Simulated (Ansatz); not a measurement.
Consider ZnO in the wurtzite structure (space group P6_3mc, No. 186).

```
CELL_PARAMETERS angstrom
      3.23524     0.00000     0.00000
     -1.61762     2.80180     0.00000
      0.00000     0.00000     5.21128
ATOMIC_POSITIONS crystal
  Zn 0.66667 0.33333 0.00243
  Zn 0.33333 0.66667 0.50243
  O  0.66667 0.33333 0.62277
  O  0.33333 0.66667 0.12277
```

All numbers come from r2SCAN (Ansatz, an electronic-structure program, PAW, no spin-orbit coupling), earlier PAW set.

Base values:

| Item | Result |
|---|---|
| Valence-band top at Γ | 0.00, 0.00, -0.10 eV |
| Width of the top valence band | 1.83 eV |

Modification: the cell is scaled by 0.9925 in all directions, atoms relaxed at fixed cell.

**Question.** What happens to the valence-band top at Γ?

**Answer.** The valence-band top at Γ (three highest levels, from the VBM) goes from 0.00, 0.00, -0.10 eV to 0.00, 0.00, -0.11 eV.

**Question.** Predict the new width of the top valence band.

**Answer.** The width of the top valence band rises by 0.05 eV, from 1.83 eV to 1.88 eV.

The levels and masses belong to the bands next to the band gap. The cells carry an imposed strain or load. Whether these cells are dynamically stable was not tested.
